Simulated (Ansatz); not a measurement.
The structure below was relaxed with Kohn–Sham DFT with the PBEsol functional, run in Ansatz (a first-principles code) with PAW and 420 eV plane waves, spin-orbit coupling left out, at pressure −2 GPa.

```
CELL_PARAMETERS angstrom
      2.90368     0.00000     0.00000
     -1.45184     2.51466     0.00000
      0.00000     0.00000     2.83159
ATOMIC_POSITIONS crystal
  W  0.00000 0.00000 0.00000
  C  0.33333 0.66667 0.50000
```

Find the space group and the Wyckoff positions.

Space group P-6m2 (No. 187); a = 2.9037 Å, b = 2.9037 Å, c = 2.8316 Å, α = 90.00°, β = 90.00°, γ = 120.00°

```tsv
atom	site	symmetry	x	y	z
W	1a	-6m2	0.0000	0.0000	0.0000
C	1d	-6m2	0.3333	0.6667	0.5000
```

Load acts through the strain it causes; cell and atoms are relaxed under it. Whether these cells are dynamically stable was not tested. All final runs are without spin polarisation. The cell was made from WC (space group P-6m2, No. 187) by this change: pressure −2 GPa.
